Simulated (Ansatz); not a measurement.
## YRh in the CsCl type structure (space group Pm-3m, No. 221)

```xyz
2
Lattice="3.3830 0.0000 0.0000 0.0000 3.3830 0.0000 0.0000 0.0000 3.3830" Properties=species:S:1:pos:R:3 pbc="T T T"
Y      1.6915     1.6915     1.6915
Rh     0.0000     0.0000     0.0000
```

All numbers come from PBEsol (Ansatz, an electronic-structure program, PAW, spin-orbit coupling left out). k-mesh 14×14×14 (Γ-centred); smearing 0.05 eV (Fermi–Dirac).

```json
{
  "volume_per_atom": "19.36 Å³",
  "density": "8.23 g/cm³",
  "band_gap": "zero",
  "total_energy": "-5067.711 eV/atom (σ→0; compares only within this code and set-up)"
}
```

Whether these cells are dynamically stable was not tested. The final runs are not spin-polarised.
